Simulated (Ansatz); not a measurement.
```
CELL_PARAMETERS angstrom
      0.00000     2.72761     2.72761
      2.72761     0.00000     2.72761
      2.72761     2.72761     0.00000
ATOMIC_POSITIONS crystal
  Ce 0.00000 0.00000 0.00000
  O  0.25000 0.25000 0.25000
  O  0.75000 0.75000 0.75000
```

No spin polarisation.

Method: plane-wave PAW DFT at the PBE level (Ansatz, a program for electronic structure, 420 eV), without spin-orbit coupling, earlier PAW set. Γ-centred 10×10×10 mesh, Fermi–Dirac width 0.05 eV.

Problem. Predict the band gap, width of the top valence band, gap character and smallest direct gap.

Solution. 
* **Band gap**: 1.88 eV
* **Width of the top valence band**: 0.79 eV
* **Gap character**: indirect, K–Γ (31 % along) → L
* **Smallest direct gap**: 1.96 eV

Load acts through the strain it causes; cell and atoms are relaxed under it. Stability against distortions was not tested. All final runs are without spin polarisation. The cell was made from CeO2 in the fluorite structure (space group Fm-3m, No. 225) by this change: pressure 0.9 GPa.
